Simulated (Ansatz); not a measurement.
Defect migration in fcc Rh: interstitial H, neutral cell. Method: PBE, PAW (plane waves to 420 eV; Ansatz, a quantum-chemistry and plane-wave program).

Cell of 32 host sites held at the relaxed PBE lattice; a 2×2×2 k-point mesh shifted by half a step; Fermi-Dirac width 0.10 eV, spin-restricted; finite-size errors left in. Energies are static. Sites that were not tried may lie lower.

Barriers: single points on a 4×4×4 k-point mesh shifted by half a step at the bands' geometries.

The step: one H atom jumps by itself. Atoms about the jump, Cartesian Å from the middle of the jump, before and after:

```
atom     x0     y0     z0     x1     y1     z1
----  -----  -----  -----  -----  -----  -----
H1     0.48   0.48   0.47  -0.48  -0.48  -0.47
Rh2    0.48   0.48  -1.47   0.53   0.53  -1.49
Rh3   -1.47   0.48   0.48  -1.49   0.54   0.54
Rh4    0.48  -1.47   0.48   0.54  -1.49   0.54
Rh5   -1.44  -1.44  -1.44  -1.49  -1.49  -1.49
Rh6    0.48   2.43   0.48   0.48   2.40   0.49
Rh7    2.43   0.48   0.48   2.40   0.48   0.49
Rh8    0.48   0.48   2.43   0.48   0.48   2.40
Rh9   -1.44   2.40  -1.44  -1.44   2.40  -1.44
Rh10   2.40  -1.44  -1.44   2.40  -1.44  -1.44
Rh11  -1.44  -1.44   2.41  -1.44  -1.44   2.40
Rh12  -1.44   0.48  -3.35  -1.44   0.48  -3.35
Rh13  -3.35   0.48  -1.44  -3.35   0.48  -1.44
Rh14   0.48  -1.44  -3.35   0.48  -1.44  -3.35
Rh15  -3.35  -1.44   0.48  -3.35  -1.44   0.49
Rh16   0.48  -3.35  -1.44   0.48  -3.35  -1.44
Rh17  -1.44  -3.35   0.48  -1.44  -3.35   0.49
Rh18   2.40   2.40  -1.44   2.40   2.40  -1.44
Rh19  -1.44   2.40   2.41  -1.44   2.40   2.41
Rh20   2.40  -1.44   2.41   2.40  -1.44   2.41
```

### Question
Give the saddle-point geometry and the barrier.

### Answer

```
atom      x      y      z
----  -----  -----  -----
H1    -0.16  -0.17  -0.16
Rh2    0.53   0.53  -1.53
Rh3   -1.54   0.53   0.53
Rh4    0.53  -1.54   0.53
Rh5   -1.44  -1.44  -1.43
Rh6    0.48   2.39   0.48
Rh7    2.39   0.48   0.48
Rh8    0.48   0.48   2.39
Rh9   -1.44   2.40  -1.44
Rh10   2.40  -1.44  -1.44
Rh11  -1.44  -1.44   2.41
Rh12  -1.44   0.48  -3.35
Rh13  -3.36   0.48  -1.44
Rh14   0.48  -1.44  -3.35
Rh15  -3.36  -1.44   0.49
Rh16   0.48  -3.36  -1.44
Rh17  -1.44  -3.36   0.48
Rh18   2.41   2.40  -1.44
Rh19  -1.44   2.40   2.41
Rh20   2.41  -1.45   2.41
```
It lies 0.40 eV above the start and 0.12 eV above the end. The saddle point's order was not checked, and it lies on a symmetry element of the cell, where a band can be held.
